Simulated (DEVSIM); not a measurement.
Device: Mo/AlN/n-In0.53Ga0.47As capacitor, at 300 K.

Layer 1 from the left is AlN, thickness (nm) 12.0. Layer 2 from the left is In0.53Ga0.47As, thickness (nm) 4100, Nd (cm⁻³) 1.9e16.

Metal gate on the left, work function 4.6 eV. Fixed charge at the semiconductor interface 4.4e11 cm⁻² (in units of +e); no interface traps.

Constants are typed, rounded textbook-type inputs, not results; the design itself was drawn at random and stands for no fabricated device. Values at 300 K.

AlN: gap (eV) 6.1, affinity (eV) 1.9, permittivity 8.5. In0.53Ga0.47As: gap (eV) 0.74, affinity (eV) 4.51, permittivity 13.9, Nc (cm⁻³) 2.1e17, Nv (cm⁻³) 7.7e18.

Problem. Estimate by hand the flat-band voltage, the threshold voltage, and compare with a numerical solution.

Solution. 
- Flat-band voltage: C = 0.627 μF/cm², work-function difference 0.028 V; VFB = φms − qNf/C = -0.08 V; numerical -0.08 V.
- Threshold voltage: φF = 0.261 V, depletion charge √(4εqNφF) = 6.26e-8 C/cm²; VT = VFB − 2φF − Qd/C = -0.71 V; numerical -0.71 V.

Model (solved in DEVSIM): 1D Poisson equation in equilibrium, Boltzmann statistics, complete ionisation; no quantum confinement or tunnelling. Metal contacts follow the ideal Schottky-Mott rule: no Fermi-level pinning, no interface dipoles.
